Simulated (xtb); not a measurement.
xtb 6.7.1, GFN2-xTB: Fc1[c]c(F)c(F)c(F)c1F, charge 0, multiplicity 2, 11 atoms. The geometry is a generated start, not checked to be a minimum at this level.

```yaml
run_flags: --grad
method: GFN2-xTB
"--acc": 1 (default)
"--etemp (K)": 300 (default)
basis_functions: 44
valence_electrons: 59
```

```xyz
11

F      2.4388    -1.4925     0.0595
C      1.2519    -0.9001     0.0352
C      0.0738    -1.5879     0.0482
C     -1.1632    -1.0109     0.0235
F     -2.2870    -1.7149     0.0385
C     -1.2301     0.3899    -0.0194
F     -2.4148     0.9969    -0.0450
C     -0.0536     1.1353    -0.0348
F     -0.1108     2.4648    -0.0767
C      1.1857     0.5024    -0.0072
F      2.3092     1.2170    -0.0218
```

Charge 0 and multiplicity 2 are set for this test and not shown to be the ground state. GFN-xTB has no spin term: --uhf 1 sets the occupations alone.

One run each on 1 thread. Values of broydamp tried: 0.02, 0.05, 0.1, 0.2, 0.4 (default), 0.6, 0.8, 1.

Task: Predict the course of the SCC iterations along this series.

Result: Fewest SCC iterations, within one of each other: 0.2 with 12, 0.4 (default) with 11. The count rises to 18 at 0.02. All converge to one solution.

```csv
broydamp,SCC iterations,end
0.02,18,same solution
0.05,16,same solution
0.1,15,same solution
0.2,12,same solution
0.4 (default),11,same solution
0.6,15,same solution
0.8,14,same solution
1,15,same solution
```
